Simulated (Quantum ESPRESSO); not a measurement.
Quantum ESPRESSO 7.5, DFT, PBE, plane waves, PseudoDojo 0.5 standard norm-conserving PBE (local tails restored to the Coulomb form): fcc Cu with 4 Al on Cu sites, atoms displaced (Cu4Al4), unrelaxed at the host's lattice constant, 8 atoms. Basis and mesh were picked for this test and aren't claimed converged.

- cell: 5.11, 5.11, 5.11 Å; 60, 60, 60°
- distance to the nearest atom: 2.41 to 2.50 Å
- task: scf
- k mesh: 3×3×3
- ecutwfc: 92 Ry
- ecutrho: 368 Ry
- occupations: smearing
- smearing: mv
- degauss: 0.02 Ry
- conv_thr: 8e-09 Ry
- tprnfor: true
- tstress: false
- k-point pools (-nk): 8
- diagonalization: david (default)
- k-points computed: 14
- bands: 53
- electrons: 88
- G-vectors of the density: 76321
- FFT grid: 60×60×60

One run each.

All on 8 ranks. Base settings, kept where nothing else is said: mixing_mode = plain (default), mixing_beta = 0.7 (default), mixing_ndim = 8 (default). The settings tried:
- mixing_mode = TF, mixing_beta = 0.1
- mixing_beta = 1
- mixing_mode = TF
- the base settings
- mixing_ndim = 2
- mixing_mode = local-TF, mixing_beta = 0.4
- mixing_beta = 0.4
- mixing_mode = TF, mixing_beta = 0.2
- mixing_mode = local-TF, mixing_beta = 0.2
- mixing_mode = local-TF
- mixing_beta = 0.2
- mixing_mode = TF, mixing_beta = 0.4
- mixing_mode = TF, mixing_beta = 1
- mixing_mode = local-TF, mixing_beta = 0.1
- mixing_ndim = 4
- mixing_ndim = 16
- mixing_beta = 0.1

Question: Name the extremes by SCF iterations: fewest, most, and any that don't converge.

Answer: Fewest SCF iterations, with those close behind: mixing_mode = local-TF, mixing_beta = 0.4 (9); mixing_mode = TF, mixing_beta = 1 (11); mixing_mode = local-TF (11); mixing_mode = TF (12). Most among those that reach the base run's result: mixing_ndim = 2 (37). All converged.

```json
[
 {"setting": "mixing_mode = local-TF, mixing_beta = 0.4", "SCF iterations": "9", "end": "converged"},
 {"setting": "mixing_mode = TF, mixing_beta = 1", "SCF iterations": "11", "end": "converged"},
 {"setting": "mixing_mode = local-TF", "SCF iterations": "11", "end": "converged"},
 {"setting": "mixing_mode = TF", "SCF iterations": "12", "end": "converged"},
 {"setting": "the base settings", "SCF iterations": "13", "end": "converged"},
 {"setting": "mixing_beta = 0.2", "SCF iterations": "13", "end": "converged"},
 {"setting": "mixing_mode = TF, mixing_beta = 0.4", "SCF iterations": "13", "end": "converged"},
 {"setting": "mixing_beta = 0.4", "SCF iterations": "14", "end": "converged"},
 {"setting": "mixing_beta = 1", "SCF iterations": "14", "end": "converged"},
 {"setting": "mixing_ndim = 4", "SCF iterations": "14", "end": "converged"},
 {"setting": "mixing_ndim = 16", "SCF iterations": "14", "end": "converged"},
 {"setting": "mixing_mode = TF, mixing_beta = 0.2", "SCF iterations": "15", "end": "converged"},
 {"setting": "mixing_mode = local-TF, mixing_beta = 0.2", "SCF iterations": "15", "end": "converged"},
 {"setting": "mixing_beta = 0.1", "SCF iterations": "16", "end": "converged"},
 {"setting": "mixing_mode = local-TF, mixing_beta = 0.1", "SCF iterations": "17", "end": "converged"},
 {"setting": "mixing_mode = TF, mixing_beta = 0.1", "SCF iterations": "19", "end": "converged"},
 {"setting": "mixing_ndim = 2", "SCF iterations": "37", "end": "converged"}
]
```
